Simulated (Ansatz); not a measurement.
A stack in vacuum: 4 layers of HfO2-1T, started at parallel, no shift (facing atoms over hollows or bridges).

Method: PBE+D3(BJ) (plane waves to 420 eV, PAW; Ansatz, a first-principles code). Scalar-relativistic, without spin–orbit coupling; PBE gaps are too small against experiment. Its k-point mesh 12×12×1, Fermi–Dirac width 0.01 eV. A dipole correction is on.

Q: Predict its spacing and gap.

A: The gap between facing atomic planes is 2.74, 2.73, 2.74 Å. The step of the vacuum level across the stack (top less bottom) is 0.00 eV and the PBE gap over the mesh and listed points off it comes out as 4.57 eV, indirect (lowest direct gap 4.79 eV). The valence and conduction edges under the vacuum level of the lower face is 7.78 and 3.21 eV.
